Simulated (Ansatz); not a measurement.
We consider BSiCN (model structure, started from the AlSiCN type, R3m, No. 160, 4 atoms in the cell), described by PBE in Ansatz (plane waves, PAW).

Run with plane-wave cutoff 520 eV, 22×22×22 k mesh, Fermi–Dirac smearing 0.05 eV, scalar-relativistic PAW data made under PBE.

Cell (relaxed at this level):

BCNSi has the trigonal space group R3m, hexagonal axes (No. 160), Pearson symbol hR4. Lattice parameters: a = b = 2.8436 Å, c = 14.0426 Å, α = β = 90.00°, γ = 120.00°. B on 3a is coordinated by 3 C at 1.687 Å and 1 N at 1.767 Å (tetrahedral). N on 3a has 1 B at 1.767 Å and 3 Si at 1.794 Å (tetrahedral). Si on 3a has 3 N at 1.794 Å and 1 C at 1.800 Å (tetrahedral). C on 3a has 3 B at 1.687 Å and 1 Si at 1.800 Å (tetrahedral). (Neighbours: up to the widest gap in distance over summed covalent radii, below 1.35, at either atom.)
(The calculation used a cell of 4 atoms; values per cell refer to that cell.)

Task: Predict the band gap, direct gap at Γ and bulk modulus B0.

Result: 
- band gap = 0.29 eV (on the SCF k mesh)
- direct gap at Γ = 3.09 eV
- bulk modulus B0 = 249 GPa

Note: the bulk modulus is −V dP/dV from two relaxed cells at ±2 % in volume; the relaxation could raise the start's symmetry but not lower it, so the cell can be a saddle point.

Computed values are for the static lattice.

It cost very roughly 11 core-minutes of CPU time.

A model structure was made by putting elements into a prototype or built by hand; it is no filed structure, need not be a known phase, and can be a saddle point held by its symmetry.

Ansatz is a quantum-chemistry and plane-wave program.
